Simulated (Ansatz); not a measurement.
Input and output of a relaxation of the atoms for Ir3Rh (I4mm, 4 atoms in the cell) (Ansatz, an electronic-structure program).

Computed with LDA (PW92), default PAW files made with PBE (plane waves; Ansatz).

The change in words: one atom moved by 0.15 angstrom; relax: default → atoms; relax.f_tol: default → 0.02 eV/Å. Reference geometry:
```yaml
crystal:
  lattice:
    - [-1.92485, 1.92485, 3.85424]
    - [1.92485, -1.92485, 3.85424]
    - [1.92485, 1.92485, -3.85424]
  atoms:
    - { symbol: Ir, position: [0.75000, 0.25000, 0.50000] }
    - { symbol: Ir, position: [0.25000, 0.75000, 0.50000] }
    - { symbol: Ir, position: [0.50000, 0.50000, 0.00000] }
    - { symbol: Rh, position: [0.00000, 0.00000, 0.00000] }
```

Reference input (self-consistent single point, DFT, LDA (PW92), plane waves, default PAW files made with PBE): basis.ecutwfc = 420 eV; kpoints.mp_grid.grid = 12 12 12; hamiltonian.xc = lda; hamiltonian.pseudopotentials = {kind: paw} (the program's default PAW files); scf.occupations.method = fermi_dirac; scf.occupations.width = 0.1 eV. This run's input differs from it in these lines:

```diff
@@ -9,3 +9,3 @@
     - { symbol: Ir, position: [0.250000, 0.750000, 0.500000] }
-    - { symbol: Ir, position: [0.500000, 0.500000, 0.000000] }
+    - { symbol: Ir, position: [0.519459, 0.519459, 0.000000] }
     - { symbol: Rh, position: [0.000000, 0.000000, 0.000000] }
@@ -20,2 +20,4 @@
   occupations: { method: fermi_dirac, width: 0.1 eV }
+relax:
+  f_tol: 0.02
 output:
```

Output (repeated stretches shortened):

```
   [... SCF lines of the steps left out ...]
relax step   1: F+E_penalty+E_count = -41268.71549148 eV  Δ(F+E_penalty+E_count) = +0.000e0 eV  max|allowed force component| = 1.979e0 eV/Å  Δτ_max = 0.0000 Å  (6 SCF iters, dr2 threshold 1.00e-5 eV, accepted)
relax step   2: F+E_penalty+E_count = -41268.84461161 eV  Δ(F+E_penalty+E_count) = -1.291e-1 eV  max|allowed force component| = 6.132e-1 eV/Å  Δτ_max = 0.1507 Å  (6 SCF iters, dr2 threshold 1.00e-4 eV, accepted)
relax step   3: F+E_penalty+E_count = -41268.86163609 eV  Δ(F+E_penalty+E_count) = -1.702e-2 eV  max|allowed force component| = 3.917e-3 eV/Å  Δτ_max = 0.0379 Å  (6 SCF iters, dr2 threshold 2.35e-5 eV, accepted)
relax step   4: F+E_penalty+E_count = -41268.86163610 eV  Δ(F+E_penalty+E_count) = -1.486e-8 eV  max|allowed force component| = 3.924e-3 eV/Å  Δτ_max = 0.0000 Å  (6 SCF iters, accepted)
the relaxation is at rest under the 8 symmetry operations that the run kept from its start: a minimum is not shown …
Free energy (F): -41268.861636 eV
Internal energy: -41268.726359 eV  (E = F + TS)
E sigma→0 (E₀):  -41268.793997 eV
Entropy (-TS):   -0.135278 eV (-33.819 meV/atom)
Fermi energy:    24.078105 eV
--- Forces (eV/Å), atoms counted from 1 ---
  atom   1  Ir    -0.00000000    -0.00000000    -0.00077522
  atom   2  Ir     0.00000000     0.00000000    -0.00077522
  atom   3  Ir     0.00000000    -0.00000000     0.00392298
  atom   4  Rh     0.00000000     0.00000000    -0.00237718
--- Stress (GPa, compression-positive) ---
      -14.708978       0.000000      -0.000000
   [... lines left out ...]
  atoms:
    - { symbol: Ir, position: [0.7548689549383159, 0.25486895493831574, 0.5000000000000001] }
    - { symbol: Ir, position: [0.25486895493831574, 0.7548689549383159, 0.5000000000000001] }
    - { symbol: Ir, position: [0.5048327276273044, 0.5048327276273044, 3.201800362334853e-33] }
    - { symbol: Rh, position: [0.004888362496064141, 0.004888362496064141, 8.004500905837133e-34] }
```

The run converged.  The full log also holds: “iter 5 did not close the SCF: its close was put off for the readings that it lacked (scf_convergence_deferred on its scf_iter line)”. The full log also holds: “iter 4 did not close the SCF: its close was put off for the readings that it lacked (scf_convergence_deferred on its scf_iter line)”.

Summary of the result:
* **Free energy E − TS (on the zero of these files)**: -41268.8616 eV
* **Fermi level (on the code's own zero)**: 24.08 eV
* **Pressure**: -14.73 GPa
* **Largest force (vector length)**: 0.004 eV/Å
* **Relaxation steps**: 4

The starting cell comes from a database of computed structures (which also holds hypothetical and non-ambient phases and stackings), without a prior relaxation at this level. Its lattice was rescaled by up to half a per cent. For this run, on top of that: one atom moved by 0.15 angstrom. Spin polarisation is off. The relaxation keeps the symmetry of its start, so its end need not be a minimum. Ansatz's pressure includes its estimate of the finite-basis (Pulay) stress.

Cost on one core of a shared machine: roughly 2 min.

Keys are those of Ansatz 0.2.
